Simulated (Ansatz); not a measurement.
Base system: SiC (space group P6_3mc, No. 186; a = 3.058 Å, c = 10.012 Å).

All numbers come from Kohn–Sham DFT with the LDA functional, run in Ansatz (a program for electronic structure) with PAW and 420 eV plane waves, no spin-orbit coupling.

Strains are applied to the cell and any free atomic positions relax.

One change was made to it. Results:

| quantity | base | after |
|---|---|---|
| smallest direct gap | 3.31 eV | 3.30 eV |
| valence-band top at Γ (three highest levels, from the VBM) | 0.00, 0.00, -0.05 eV | 0.00, 0.00, -0.05 eV |
| energy relative to the base (free energy F) | 0 meV/atom | +3.6 meV/atom |
| gap character | indirect, Γ → M | indirect, Γ → M |

### Question
What was done to the base?
A) isotropic strain +3.00 %
B) isotropic strain +0.75 %
C) isotropic strain +1.50 %
D) isotropic strain +2.25 %

### Answer
B, isotropic strain +0.75 %. For comparison, the energy relative to the base in the other runs: isotropic strain +2.25 % gives +31 meV/atom; isotropic strain +1.50 % gives +14 meV/atom; isotropic strain +3.00 % gives +54 meV/atom.

No phonon test of stability was made.
